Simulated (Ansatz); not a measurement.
The reference is NaCl in the rock salt structure (space group Fm-3m, No. 225; a = 5.6015 Å).

The values are results of DFT with PBEsol, PAW potentials and a 420 eV plane-wave cutoff in Ansatz (a quantum-chemistry and plane-wave program), scalar-relativistic without spin-orbit coupling, not measurements.

One change was made to it. Results:

```json
[
 {"quantity": "width of the top valence band", "base": "0.80 eV", "after": "1.17 eV"},
 {"quantity": "shortest interatomic distance", "base": "280.1 pm", "after": "259.7 pm"}
]
```

### Question
What was done to the base?
A. pressure 0.3 GPa
B. pressure 10 GPa
C. pressure 1.5 GPa
D. pressure 3 GPa

### Answer
B, pressure 10 GPa. For comparison, the width of the top valence band in the other runs: pressure 3 GPa gives 0.93 eV; pressure 1.5 GPa gives 0.87 eV; pressure 0.3 GPa gives 0.81 eV.

The levels and masses belong to the bands next to the band gap. Load acts through the strain it causes; cell and atoms are relaxed under it. Whether these cells are dynamically stable was not tested. Competing high-pressure phases were not computed.
